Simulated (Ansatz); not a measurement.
The reference is Nb in the bcc (W type) structure (space group Im-3m, No. 229; a = 3.271 Å).

Computed with Ansatz (a program for electronic structure), PBEsol, PAW, cutoff 420 eV, no spin-orbit coupling.

For the base:

```
Property            Value
---------------  --------
Volume per atom  17.50 Å³
```

Modification: a negative pressure, −1 GPa.

Task: Estimate the effect on the volume per atom.

Result: The volume per atom grows by 0.10 Å³ (17.50 Å³ → 17.60 Å³).

Load acts through the strain it causes; cell and atoms are relaxed under it. Stability against distortions was not tested. All final runs are without spin polarisation.
